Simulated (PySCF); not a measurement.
PySCF 2.14.0, WB97X/def2-svp, df: Te(F)(iPr) (CC(C)[Te]F), 12 atoms. The geometry is a generated start, not checked to be a minimum at this level.

```yaml
task: energy
method: wb97x
basis: def2-svp
two_electron_scheme: density fitting
mol.max_memory: 3000 MB
mf.max_cycle: 100
mf.init_guess: minao (default)
mf.DIIS: CDIIS (default)
mf.diis_space: 8 (default)
mf.conv_tol: 1e-09 (default)
mf.grids.level: 3 (default)
effective_core_potentials: those of the basis set, past Kr
basis_functions: 117
grid_points: 147232
```

```xyz
12

Te     1.7258     0.6074     1.3389
F      1.9133     2.4002     0.4759
C     -0.1500     0.2308     0.2882
C     -0.6676    -1.1225     0.7351
C      0.0694     0.3021    -1.2084
H     -0.8376     1.0172     0.6004
H     -1.6477    -1.3072     0.2961
H      0.0032    -1.9165     0.4118
H     -0.7661    -1.1716     1.8178
H      0.4842     1.2677    -1.4883
H     -0.8793     0.1717    -1.7295
H      0.7525    -0.4793    -1.5381
```

One run each on 2 threads, 1 BLAS thread. Values of level_shift (Hartree) tried: 0 (default), 0.1, 0.3, 1.

Problem. Predict the course of the Fock builds along this series.

Solution. Fewest Fock builds: 0 (default) with 16. The count rises to 39 at 1. All converge to one solution.

| level_shift (Hartree) | Fock builds | end |
|---|---|---|
| 0 (default) | 16 | same solution |
| 0.1 | 19 | same solution |
| 0.3 | 24 | same solution |
| 1 | 39 | same solution |
